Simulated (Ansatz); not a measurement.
Zr, element substitutions

Base system: Zr in the hcp (Mg type) structure (space group P6_3/mmc, No. 194; a = 3.1842 Å, c = 5.1167 Å).

Each row replaces one element on all its sites; cell and atoms are relaxed.

Calculations: Ansatz (a first-principles code), PBEsol, PAW, cutoff 420 eV, spin-orbit coupling left out.

| case | c/a ratio | lattice parameter a |
|---|---|---|
| base | 1.607 | 3.184 Å |
| Zr → Sr | 1.643 | 4.190 Å |
| Zr → Nb | [?] | [?] |
| Zr → Y | 1.552 | 3.599 Å |

**Question.** Complete the table.

**Answer.** 
- Zr → Nb, c/a ratio: 1.832
- Zr → Nb, lattice parameter a: 2.833 Å

No phonon test of stability was made. For Nb in this form, whether it has been made was not checked. The final runs are not spin-polarised. This is not the structure that Sr has at room temperature and ambient pressure. This is not the structure that Nb has at room temperature and ambient pressure.
